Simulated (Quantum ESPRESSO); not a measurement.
Worked example: self-consistent single point of a (001) slab of Sb (cut from a parent of space group no. 166; 6 atoms in the cell) in Quantum ESPRESSO.

Computed with LDA (PZ), PSlibrary ultrasoft (LDA) pseudopotentials (plane waves; Quantum ESPRESSO).

The change in words: vacuum of 5 angstrom (first run: 14 Å). Reference geometry:
```
Sb
1.0
    4.35065     0.00000     0.00000
   -2.17532     3.76777     0.00000
    0.00000     0.00000    23.99430
Sb
6
Direct
  0.00000   0.00000   0.38903
  0.66667   0.33333   0.29174
  0.66667   0.33333   0.54865
  0.33333   0.66667   0.45135
  0.33333   0.66667   0.70826
  0.00000   0.00000   0.61097
```

Reference input (self-consistent single point, DFT, LDA (PZ), plane waves, PSlibrary ultrasoft (LDA) pseudopotentials): ecutwfc = 30 Ry; ecutrho = 180 Ry; occupations = smearing; smearing = mp; degauss = 0.019992 Ry; mixing_mode = local-TF; potentials = {Sb: Sb.pz-n-rrkjus_psl.1.0.0.UPF}; K_POINTS = automatic 7 7 1 0 0 0; conv_thr = 1e-10 Ry; mixing_beta = 0.2. This run's input differs from it in these lines:

```diff
@@ -28,10 +28,10 @@
   -2.17532326     3.76777041     0.00000000
-   0.00000000     0.00000000    23.99430000
+   0.00000000     0.00000000    14.99429800
 ATOMIC_POSITIONS bohr
-Sb    0.00000000    0.00000000   17.63974397
-Sb    4.11076520    2.37335139   13.22808496
-Sb    4.11076520    2.37335139   24.87711194
-Sb    0.00000000    4.74670279   20.46554361
-Sb    0.00000000    4.74670279   32.11457059
-Sb    0.00000000    0.00000000   27.70291158
+Sb    0.00000000    0.00000000    9.13597832
+Sb    4.11076520    2.37335139    4.72431400
+Sb    4.11076520    2.37335139   16.37333382
+Sb    0.00000000    4.74670279   11.96178283
+Sb    0.00000000    4.74670279   23.61080265
+Sb    0.00000000    0.00000000   19.19913833
 K_POINTS automatic
```

Log, with long lists cut:

```
     Self-consistent Calculation

     iteration #  1     ecut=    30.00 Ry     beta= 0.20

     Threshold (ethr) on eigenvalues was too large:
     Diagonalizing with lowered threshold

     total energy              =    -119.79032989 Ry
     estimated scf accuracy    <       0.02100538 Ry

     iteration #  2     ecut=    30.00 Ry     beta= 0.20

     total energy              =    -119.78604098 Ry
     estimated scf accuracy    <       0.01542413 Ry

     iteration #  3     ecut=    30.00 Ry     beta= 0.20

     total energy              =    -119.78700726 Ry
     estimated scf accuracy    <       0.00090435 Ry

   [... 15 blocks of this kind left out ...]

     iteration # 19     ecut=    30.00 Ry     beta= 0.20

     total energy              =    -119.78714130 Ry
     estimated scf accuracy    <          2.0E-10 Ry

     iteration # 20     ecut=    30.00 Ry     beta= 0.20
     End of self-consistent calculation

     the Fermi energy is     3.1525 ev

!    total energy              =    -119.78714130 Ry
     estimated scf accuracy    <          6.6E-11 Ry
     smearing contrib. (-TS)   =      -0.00031665 Ry
     internal energy E=F+TS    =    -119.78682466 Ry

     convergence has been achieved in  20 iterations

     Forces acting on atoms (cartesian axes, Ry/au):

     atom    1 type  1   force =    -0.00000000   -0.00000000   -0.05402811
     atom    2 type  1   force =     0.00000000   -0.00000000    0.03989758
     atom    3 type  1   force =     0.00000000    0.00000000   -0.03600291
     atom    4 type  1   force =     0.00000000    0.00000000    0.03600291
     atom    5 type  1   force =     0.00000000    0.00000000   -0.03989758
     atom    6 type  1   force =     0.00000000    0.00000000    0.05402811

     Total force =     0.107769     Total SCF correction =     0.000013

          total   stress  (Ry/bohr**3)                   (kbar)     P=      -52.61
  -0.00040021  -0.00000000   0.00000000          -58.87       -0.00        0.00
  -0.00000000  -0.00040021   0.00000000           -0.00      -58.87        0.00
   0.00000000   0.00000000  -0.00027251            0.00        0.00      -40.09

   JOB DONE.
```

The run converged in 20 iterations. Against the reference run the free energy goes down by 8.9 meV/atom and the largest force goes from 1.405 to 1.389 eV/Å.

The starting cell comes from a database of computed structures (which also holds hypothetical and non-ambient phases and stackings), without a prior relaxation at this level. The slab is cut from that crystal, and its faces are unrelaxed. Its lattice was rescaled in the plane by a random factor within 2.5 % of one. Forces in this geometry exceed 1 eV/Å.

Cost on one core of a shared machine: roughly 80 s.
